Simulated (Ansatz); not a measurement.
Consider BN in the wurtzite structure (space group P6_3mc, No. 186; a = 2.523 Å, c = 4.175 Å). Axes: x lies along a and z along c of the hexagonal cell.

Level of theory: LDA/PAW in Ansatz (a quantum-chemistry and plane-wave program), no SOC.

For the base:

The volume per atom comes out as 5.76 Å³, the valence-band top at Γ is 0.00, 0.00, -0.29 eV and the smallest direct gap is 8.29 eV.

Perturbation: biaxial strain +1.80 %, plane normal [001], relaxed out of plane (Cartesian); in-plane vectors clamped, the third vector and the atoms free.

Question: How does this affect the volume per atom?

Answer: The volume per atom rises by 0.197 Å³ to 5.95 Å³.

Question: What does the calculation give for the valence-band top at Γ after the change?

Answer: The valence-band top at Γ (three highest levels, from the VBM) changes from 0.00, 0.00, -0.29 eV to 0.00, 0.00, -0.20 eV.

Question: What happens to the smallest direct gap?

Answer: The smallest direct gap drops by 0.272 eV to 8.01 eV.

Stability against distortions was not tested.
